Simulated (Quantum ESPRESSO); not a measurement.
Quantum ESPRESSO is run on HfN (Fm-3m, 2 atoms in the cell), and the run fails. The aim is a zone-centre phonon calculation with DFT, LDA (PZ), plane waves, GBRV 1.5 ultrasoft (LDA) pseudopotentials.

The self-consistent step had converged with these keywords: prefix = hfn; ecutwfc = 40 Ry; ecutrho = 320 Ry; occupations = smearing; smearing = marzari-vanderbilt; degauss = 0.0073499 Ry; potentials = {Hf: hf_lda_v1.uspp.F.UPF, N: n_lda_v1.2.uspp.F.UPF}; K_POINTS = automatic 13 13 13 1 1 1; conv_thr = 1e-09 Ry; mixing_beta = 0.3. The next shown step is ph.x.

Input as run:

```fortran
phonons at the zone centre
&inputph
    prefix = 'pwscf'
    outdir = './out'
    tr2_ph = 1.0d-14
    fildyn = 'dyn.G'
/
0.0 0.0 0.0
```

The program printed (abridged):

```
     Reading xml data from directory:

     ./out/pwscf.save/
     Message from routine qexsd_readschema :
     xml data file ./out/pwscf.save/data-file-schema.xml not found

 %%%%%%%%%%%%%%%%%%%%%%%%%%%%%%%%%%%%%%%%%%%%%%%%%%%%%%%%%%%%%%%%%%%%%%%%%%%%%%
     Error in routine read_xml_file (1):
     fatal error reading xml file
 %%%%%%%%%%%%%%%%%%%%%%%%%%%%%%%%%%%%%%%%%%%%%%%%%%%%%%%%%%%%%%%%%%%%%%%%%%%%%%

     stopping ...
```

From the messages shown, name the fault and mend the input.

The fault is another prefix in a later step of the chain. A later step finds the saved data by prefix and folder. To fix it, use one prefix throughout. The program stopped in the step ph.x before computing anything there.

On the sound input: the starting cell comes from a database of computed structures (which also holds hypothetical and non-ambient phases and stackings), without a prior relaxation at this level. Its lattice was rescaled by a random factor within 2.5 % of one. With a pressure of about 8 GPa the cell is away from its equilibrium volume at this level.
